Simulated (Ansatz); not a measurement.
Amorphous Si8Al22O49, 79 atoms at 2.68 g/cm³, one PBE-relaxed geometry, zone centre. Methods: PBE, scalar-relativistic without spin-orbit coupling (Ansatz, a program for electronic structure); r2SCAN, scalar-relativistic without spin-orbit coupling (Ansatz); HSE06, scalar-relativistic without spin-orbit coupling (Ansatz). Plane waves to 420 eV (r2SCAN 500 eV); exact exchange is cut at the cell's faces. At PBE the levels at the filled edge of the gap are localised (band-tail or defect states), and the nearest spread-out levels lie 4.6 eV apart at the zone centre. All rungs ran without spin polarisation.

It comes from a melt-quench run on a machine-learned potential (CHGNet), relaxed afterwards by DFT. O atoms were pushed apart under 1.9 Å during the dynamics, to hinder bonds among them. The hot cell started wider than the set density and was brought back towards it in steps. It is the lowest in DFT energy of 2 quenches. It is a model cell: composition and starting density were chosen by hand, and all elements were melted together. No dispersion term was used. Its density started from a set value of 2.77 and ended at 2.68 g/cm³. The simulated quench (nominally 310 K/ps over its main leg) is rapid and tends to freeze in more defects than a deposited or slowly cooled glass has. One small periodic cell is one sample of the glass; other quenches scatter about these values. Volume and shape were free in the relaxation.

The relaxation ran on the zone centre alone. At PBE the level gap is 3.55 eV on a 2×2×2 Γ-centred mesh, and the spacing at the zone centre alone 3.57 eV.

Question: What zone-centre spacing does r2SCAN give, roughly?

Answer: 4.19 eV (+0.62 eV against PBE).

Question: What zone-centre spacing does HSE06 give, roughly?

Answer: 5.29 eV (+1.71 eV against PBE).

The highest filled and the lowest empty state spread over these numbers of atoms (participation numbers): PBE: 4.3 and 65.6; r2SCAN: 4.3 and 66.4; HSE06: 4.4 and 65.7.
